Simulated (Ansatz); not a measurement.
fcc Yb was calculated with r²SCAN (Ansatz, a program for electronic structure, PAW).

Input:

Ansatz 0.2 input:
```yaml
crystal:
  lattice:
    - [0.0, 2.6007403882, 2.6007403882]
    - [2.6007403882, 0.0, 2.6007403882]
    - [2.6007403882, 2.6007403882, 0.0]
  atoms:
    - { symbol: Yb, position: [0.0, 0.0, 0.0] }
basis:
  ecutwfc: 560
  ecutrho_ratio: 4
  xc_grid: 3
kpoints:
  mp_grid: { grid: [18, 18, 18] }
hamiltonian:
  xc: r2scan
  dispersion: none
  pseudopotentials: { kind: paw }
scf:
  occupations: { method: fermi_dirac, width: 0.05 }
  convergence: { dr2_threshold: 0.0000000001 }
output:
  forces: false
  stress: true
  eigenvalues: true
```

From the output:

```
Crystal: 1 atoms, lattice volume = 35.182 Å³
Basis set: ecut = 560 eV, 1067 PW (Γ), exchange–correlation on 90×90×90 points (27 copies of the dense FFT grid, shifted against one another)
Bands: 16, of which v1, the nominal top of the filled ones, is band 12 counted from 1 (11 counted from 0)
Symmetry: 48 space group operations
Space group: Fm-3m (ITA 225), of the structure as read, at distance tolerance 3.3e-5 Å
k-points: 195 of 5832
Functional: x = r2scan, c = r2scan; τ floored in thin density (d = 2e-4 eV/Å³)
SCF iter   1: F=—  HF=-13805.906235 eV  |F-HF|=—  |Δ(HF+E_count)|=         —  Δρ=3.79e-2  dr2=4.29e-1  dr2_τ=1.26e-3
SCF iter   2: F=—  HF=-13807.159919 eV  |F-HF|=—  |Δ(HF+E_count)|=    1.25e0  Δρ=2.97e-1  dr2=2.50e1  dr2_τ=3.41e-2
  ...
SCF iter  14: F=—  HF=-13805.840324 eV  |F-HF|=—  |Δ(HF+E_count)|=   1.78e-9  Δρ=1.75e-6  dr2=8.48e-10  dr2_τ=9.23e-12
SCF iter  15: F=-13805.840324 eV  HF=-13805.840324 eV  |F-HF|=1.82e-12  |Δ(HF+E_count)|=  4.18e-11  Δρ=1.18e-7  dr2=3.93e-12  dr2_τ=8.84e-14
SCF 1 converged in 15 iterations: F = -13805.840324 eV  dr2 = 3.93e-12
SCF converged after 15 iterations
Free energy (F): -13805.840324 eV
Internal energy: -13805.829455 eV  (E = F + TS)
E sigma→0 (E₀):  -13805.834889 eV
Fermi energy:    10.881053 eV
--- Stress (GPa, compression-positive) ---
       -0.000163       0.000000      -0.000000
       -0.000000      -0.000163       0.000000
        0.000000       0.000000      -0.000163
  P = ⅓ Tr σ = -0.0002 GPa (-0.002 kbar)
```

The PAW data were made under PBE.
